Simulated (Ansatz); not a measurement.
Start from Mn5Ge3 (space group P6_3/mcm, No. 193; a = 7.0124 Å, c = 4.8743 Å; ferromagnetic; a cell from a computed database, its experimental status unchecked). Axes: x lies along a and z along c of the hexagonal cell.

Method: Ansatz (a quantum-chemistry and plane-wave program), PBEsol, PAW, cutoff 420 eV, no spin-orbit coupling.

One thing is altered: every lattice vector is shortened by 1.07 %, atoms relaxed at fixed cell.

Predict the stress tensor and what it implies for the stiffness.

Stress of the strained cell less that of the base (GPa, compression positive):
```
    5.3     0.0     0.0
    0.0     5.3     0.0
    0.0     0.0     4.6
```

Then B = −ΔP/(ΔV/V₀) with ΔV/V₀ = -0.0318 gives secant stiffness values (nonlinear terms included at this strain): B (at held cell shape, above the free-shape value) ≈ 159 GPa.

As a check, the harmonic strain energy −½ V₀ Δσ:ε is 6.5 meV/atom; the computed energy rise is 6.3 meV/atom.

Other magnetic orders, which the real material may have, were not ruled out. No phonon test of stability was made.
